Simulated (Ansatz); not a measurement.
Take Y in the hcp (Mg type) structure (space group P6_3/mmc, No. 194) as the base.

```
CELL_PARAMETERS angstrom
      3.68257     0.00000     0.00000
     -1.84129     3.18920     0.00000
      0.00000     0.00000     5.69848
ATOMIC_POSITIONS crystal
  Y  0.33333 0.66667 0.75000
  Y  0.66667 0.33333 0.25000
```

Calculations: r2SCAN/PAW in Ansatz (a first-principles code), spin-orbit coupling left out.

Base values:

The lattice parameter a comes out as 6.959 bohr.

One thing is altered: hydrostatic tension (pressure −1 GPa).

What happens to the lattice parameter a?

The lattice parameter a goes up by 0.057 bohr, from 6.959 bohr to 7.016 bohr.

Load acts through the strain it causes; cell and atoms are relaxed under it. No phonon test of stability was made. The final runs are not spin-polarised.
